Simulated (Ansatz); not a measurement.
**Rh: response to strain**

The parent structure is Rh in the fcc (Cu type) structure (space group Fm-3m, No. 225; relaxed with 0.1 eV smearing).

```
CELL_PARAMETERS angstrom
      0.00000     1.87756     1.87756
      1.87756     0.00000     1.87756
      1.87756     1.87756     0.00000
ATOMIC_POSITIONS crystal
  Rh 0.00000 0.00000 0.00000
```

Cartesian axes are those of the cell as printed.

Strains are applied to the cell and any free atomic positions relax; under biaxial strain the out-of-plane vector relaxes too.

Computed with Ansatz (a first-principles code) LDA, without spin-orbit coupling.

Candidates:
(a) biaxial strain −1.67 %, plane normal [111], relaxed out of plane
(b) biaxial strain +1.67 %, plane normal [111], relaxed out of plane
(c) biaxial strain +2.08 %, plane normal [111], relaxed out of plane
(d) biaxial strain −2.50 %, plane normal [111], relaxed out of plane

Notes on the quantities. energy relative to the base: free energy F.

### Question
Order them by energy relative to the base, highest first.

### Answer
(d) biaxial strain −2.50 %, plane normal [111], relaxed out of plane (+39 meV/atom), (c) biaxial strain +2.08 %, plane normal [111], relaxed out of plane (+23 meV/atom), (a) biaxial strain −1.67 %, plane normal [111], relaxed out of plane (+17 meV/atom), (b) biaxial strain +1.67 %, plane normal [111], relaxed out of plane (+15 meV/atom)

Whether these cells are dynamically stable was not tested. All final runs are without spin polarisation. Rh lies near a magnetic instability that expansion can trigger; it was not tested.
